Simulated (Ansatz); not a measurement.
Adsorption energy and surface dipole of O on the 1x1 (0001) surface of corundum (cut with top plane Al), one in a 1x1 cell, started at the site 'top Al', worked from the runs' numbers; total energies count from the potentials' own zero.

Host crystal: corundum, with a band gap (PBE, scalar-relativistic without spin-orbit coupling).

All values below come from PBE (plane waves to 420 eV, PAW; Ansatz, a program for electronic structure).

Slab: 21 atoms, 6.7 Å thick at the start under the adsorbate (thin: gaps and levels are the slab's own); k 6x6x1, smearing 0.01 eV, dipole-corrected; 9 atoms held, the rest relaxed; symmetry of the start imposed; spin-polarised, ending with about 2.0 μB a cell; orders that need a larger cell were not tried, no spin-orbit, no U, no dispersion correction. It is one chosen start, not shown to be the lowest state of the adsorbate.

| quantity | value |
|---|---|
| slab with the adsorbate | -11698.877 eV |
| clean slab, same cell and mesh | -11135.399 eV |
| reference, ½ O2(g) | -564.968 eV |
| area of the cell | 20.03 Å² |
| change of the step from the bottom to the top vacuum level | 1.843 eV |

### Question
What is the adsorption energy against this reference?

### Answer
E(slab + adsorbate) − E(slab) − E(reference) = 1.49 eV, so in this state the adsorbate is less stable than in the reference, at a coverage of 4.99 a nm².

### Question
What dipole does adsorption add to the slab along the outward normal (Helmholtz relation, ε₀ = 0.005526 e/(V·Å))?

### Answer
p = −ε₀·A·ΔV = -0.204 e·Å = -0.98 D; its negative end points to the vacuum, which raises the vacuum level.
